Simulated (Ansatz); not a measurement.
Functionals compared on F on the 1x1 (111) surface of fcc Cu, one in a 2x2 cell, started at the site 'bridge Cu-Cu (span 2.6 Å)', in Ansatz (plane waves, PAW). The structure was relaxed with PBE; the other rows are single points on it, each with its references at the same level. Cutoff 420 eV (500 eV for r2SCAN).

Model: 17-atom slab, 6.2 Å thick at the start under the adsorbate (thin: gaps and levels are the slab's own), 6x6x1 mesh, Fermi-Dirac 0.1 eV, dipole correction, 8 atoms held, the rest relaxed; held to the start's symmetry, so lower structures may exist; no spin, no spin-orbit, no U, no dispersion correction. At the end it is bonded to 2 Cu. In PBE this state lies 0.08 eV over the lowest of the starts that converged ('hollow Cu-Cu-Cu over Cu at depth 4.1 Å'). These notes are the PBE run's. Adsorption energies are against ½ F2(g). A negative adsorption energy means that the adsorbate is more stable on the surface than in its reference.

```tsv
functional	adsorption energy (eV)	work function of the top face (eV)	change of the work function (eV)	rough cost of the single point
PBE	-2.60	6.00	1.23	–
RPBE	-2.43	5.82	1.22	roughly 3 core-minutes
r2SCAN	[?]	[?]	[?]	about 6 core-minutes (a rough figure)
```

**Question.** Some entries are withheld; supply them.

**Answer.** 
- r2SCAN, adsorption energy (eV): -2.96
- r2SCAN, work function of the top face (eV): 6.08
- r2SCAN, change of the work function (eV): 1.28

Ansatz is an electronic-structure program.
